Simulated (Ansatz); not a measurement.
# Pt₃AlB (model structure, started from the Ni3MgC type, Pm-3m, No. 221, 5 atoms in the cell): properties by level of theory

| level (code) | lattice constant a (Å) | bulk modulus B0 (GPa) |
|---|---|---|
| LDA (Ansatz) | 4.122 | … |
| PBE (Ansatz) | … | … |
| PBEsol (Ansatz) | 4.148 | 215 |
| r²SCAN (Ansatz) | 4.163 | 211 |

Problem. Some entries are withheld; supply them.

Solution. 
- LDA (Ansatz, an electronic-structure program), bulk modulus B0 (GPa): 227
- PBE (Ansatz), lattice constant a (Å): 4.192
- PBE (Ansatz), bulk modulus B0 (GPa): 194

Caveats: the bulk modulus is −V dP/dV from two relaxed cells at ±2 % in volume (LDA, PBE, PBEsol, r²SCAN). Ansatz's density-functional and Hartree–Fock values are scalar-relativistic unless marked +SOC, with PAW data made under PBE.

The crystal itself was run without spin with LDA, PBE, PBEsol, r²SCAN; a magnetic state was not tried in these runs.

Computed values are for the static lattice.

A model structure was made by putting elements into a prototype or built by hand; it is no filed structure, need not be a known phase, and can be a saddle point held by its symmetry.
